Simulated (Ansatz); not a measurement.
The reference is Ba in the diamond structure (space group Fd-3m, No. 227; a hypothetical phase, not in the database extracts checked; relaxed with 0.1 eV smearing).

```xyz
2
Lattice="0.0000 3.8459 3.8459 3.8459 0.0000 3.8459 3.8459 3.8459 0.0000" Properties=species:S:1:pos:R:3 pbc="T T T"
Ba     1.9230     1.9230     1.9230
Ba     0.0000     0.0000     0.0000
```

Cartesian axes are those of the cell as printed.

The values are results of PBE (Ansatz, an electronic-structure program; PAW; 420 eV plane waves; no spin-orbit coupling), not measurements.

For the base:

```
Quantity   Result
--------  -------
Pressure  0.0 GPa
```

The change: tensile biaxial strain of 0.35 % in the plane normal to [001], as in epitaxy on a mismatched substrate; the out-of-plane cell vector and the atoms relax.

What does the calculation give for the energy relative to the base, out-of-plane strain and pressure after the change?

The energy shrinks by 3.9 meV/atom; the out-of-plane strain amounts to -12.42 %; the pressure (mean of the normal stresses, compression positive) goes from zero to 1.5 GPa.

No phonon test of stability was made. Under biaxial strain +0.35 %, plane normal [001], relaxed out of plane the cell ends below the base's energy or with stress of the wrong sign: the atoms slid into a distortion or the cell is elastically unstable, so the base is not a stable minimum at this level.
